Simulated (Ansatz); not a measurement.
Results of PBEsol in Ansatz (plane waves, PAW) for SiGe (model structure, started from the NiAs type, P6₃/mmc, No. 194, 4 atoms in the cell).

The input as run:

Ansatz 0.2 input:
```yaml
crystal:
  lattice:
    - [3.5608046718, -0.0000002745, 0.0]
    - [-1.7804020982, 3.0837474409, 0.0]
    - [0.0, 0.0, 6.5145139353]
  atoms:
    - { symbol: Ge, position: [0.0, 0.0, 0.0] }
    - { symbol: Ge, position: [0.0, 0.0, 0.5] }
    - { symbol: Si, position: [0.3333333333, 0.6666666667, 0.25] }
    - { symbol: Si, position: [0.6666666667, 0.3333333333, 0.75] }
basis:
  ecutwfc: 520
  ecutrho_ratio: 4
  xc_grid: 2
kpoints:
  mp_grid: { grid: [18, 18, 12] }
hamiltonian:
  xc: pbesol
  dispersion: none
  pseudopotentials: { kind: paw }
scf:
  occupations: { method: fermi_dirac, width: 0.05 }
output:
  forces: true
  stress: true
  eigenvalues: true
relax:
  f_tol: 0.004
  escape_saddle: false
  max_steps: 80
  cell: { stress_tol: 0.02, fix: [volume] }
```

Output (set-up and result lines):

```
Relaxation: its limit of steps is 80 (relax.max_steps)
Crystal: 4 atoms, lattice volume = 71.533 Å³
Basis set: ecut = 520 eV, 1921 PW (Γ), exchange–correlation on 54×54×100 points (8 copies of the dense FFT grid, shifted against one another)
Bands: 22, of which v1, the nominal top of the filled ones, is band 18 counted from 1 (17 counted from 0)
Symmetry: 24 space group operations
Space group: P63/mmc (ITA 194), of the structure as read, at distance tolerance 4.2e-5 Å
k-points: 259 of 3888
Functional: x = pbesol(κ = 0.804, μ = 0.12345679012345678), c = pbesol(β = 0.046)
SCF iter   1: F=—  HF=-9748.708445 eV  |F-HF|=—  |Δ(HF+E_count)|=         —  Δρ=3.79e-3  dr2=1.37e-2
SCF iter   2: F=—  HF=-9748.704396 eV  |F-HF|=—  |Δ(HF+E_count)|=   4.05e-3  Δρ=2.20e-3  dr2=5.20e-3
  ...
SCF 1 converged in 6 iterations: F = -9748.703014 eV  dr2 = 6.39e-8
Crystal: 4 atoms, lattice volume = 71.533 Å³
Initial density: handed on by an earlier stage of this run
SCF 2 converged in 5 iterations: F = -9748.703539 eV  dr2 = 5.78e-9
Crystal: 4 atoms, lattice volume = 71.533 Å³
Basis set: ecut = 520 eV, 1945 PW (Γ), exchange–correlation on 54×54×100 points (8 copies of the dense FFT grid, shifted against one another)
SCF 3 converged in 4 iterations: F = -9748.703575 eV  dr2 = 5.73e-9
Crystal: 4 atoms, lattice volume = 71.533 Å³
SCF iter   4: F=—  HF=-9748.703577 eV  |F-HF|=—  |Δ(HF+E_count)|=   1.26e-8  Δρ=7.04e-7  dr2=1.02e-10
SCF iter   5: F=-9748.703577 eV  HF=-9748.703577 eV  |F-HF|=3.64e-12  |Δ(HF+E_count)|=  3.26e-10  Δρ=3.36e-8  dr2=3.02e-13
SCF 4 converged in 5 iterations: F = -9748.703577 eV  dr2 = 3.02e-13
SCF converged after 5 iterations
Free energy (F): -9748.703577 eV
Internal energy: -9748.689368 eV  (E = F + TS)
E sigma→0 (E₀):  -9748.696472 eV
Fermi energy:    9.494333 eV
--- Forces (eV/Å), atoms counted from 1 ---
  atom   1  Ge    -0.00000000    -0.00000000     0.00000000
  atom   2  Ge    -0.00000000     0.00000000     0.00000000
  atom   3  Si    -0.00000000    -0.00000000     0.00000000
  atom   4  Si     0.00000000     0.00000000    -0.00000000
--- Stress (GPa, compression-positive) ---
       -1.533651       0.000000      -0.000000
       -0.000000      -1.533651       0.000000
       -0.000000       0.000000      -1.541971
  P = ⅓ Tr σ = -1.5364 GPa (-15.364 kbar)
```

The cell is one volume of an energy–volume scan, off the minimum.

The PAW data were made under PBE.

Note: the relaxation could raise the start's symmetry but not lower it, so the cell can be a saddle point.

It cost roughly 70 core-seconds of CPU time.

A model structure was made by putting elements into a prototype or built by hand; it is no filed structure, need not be a known phase, and can be a saddle point held by its symmetry.

Ansatz is a quantum-chemistry and plane-wave program.
